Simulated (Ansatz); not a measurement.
**Mg2Sn: pressure series**

The reference is Mg$_{2}$Sn (space group Fm-3m, No. 225; a = 6.664 Å).

Cell and atoms are relaxed at each pressure.

Computed with plane-wave PAW DFT at the LDA level (Ansatz, a first-principles code, 420 eV), without spin-orbit coupling.

```tsv
pressure (GPa)	volume per atom (Å³/atom)
-2	25.864
0	24.660
0.9	24.207
2.1	23.666
4.5	22.734
9	?
15	20.032
22.5	18.775
30	17.803
```

### Question
Fit the third-order Birch–Murnaghan form P(V) = (3B₀/2)[(V₀/V)^(7/3) − (V₀/V)^(5/3)]·[1 + (3/4)(B₀′ − 4)((V₀/V)^(2/3) − 1)] (squares taken in P) to the rows shown and predict the withheld row.

### Answer
Least squares on the printed values gives V₀ = 24.663 Å³/atom, B₀ = 46.9 GPa, B₀′ = 4.1; this predicts 21.379 Å³/atom, and the run gives 21.379 Å³/atom, in agreement.

Load acts through the strain it causes; cell and atoms are relaxed under it. No phonon test of stability was made. No other phases were tried under pressure.
